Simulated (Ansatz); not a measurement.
Consider AsP in the rock salt structure (space group Fm-3m, No. 225; a = 5.210 Å; a hypothetical phase, not in the database extracts checked; relaxed with 0.1 eV smearing).

(Cell as relaxed with PBE.)

Levels (all Ansatz, an electronic-structure program, PAW): PBE (420 eV, no spin-orbit coupling); r2SCAN (500 eV, scalar-relativistic without spin-orbit coupling).

Each level relaxes its own structure.

```tsv
base	PBE	r2SCAN
volume per atom	17.67 Å³	17.29 Å³
lattice parameter a	5.210 Å	5.171 Å
band gap	zero	zero
```

Perturbation: the cell is scaled by 0.9883 in all directions; the atoms relax in the strained cell.

| quantity | PBE | r2SCAN |
|---|---|---|
| pressure | 3.3 GPa | (withheld) |
| energy relative to the base (free energy F) | +6.2 meV/atom | (withheld) |
| band gap | zero | (withheld) |

What does r2SCAN give?


- pressure, r2SCAN: 3.7 GPa
- energy relative to the base (free energy F), r2SCAN: +6.6 meV/atom
- band gap, r2SCAN: zero

PBE's pressure lies 0.32 GPa below r2SCAN's; PBE's energy relative to the base lies 0.5 meV/atom below r2SCAN's; the two agree on the band gap. Neither level is exact; r2SCAN is the comparison here, not a measurement.

Whether these cells are dynamically stable was not tested. The final runs are not spin-polarised.
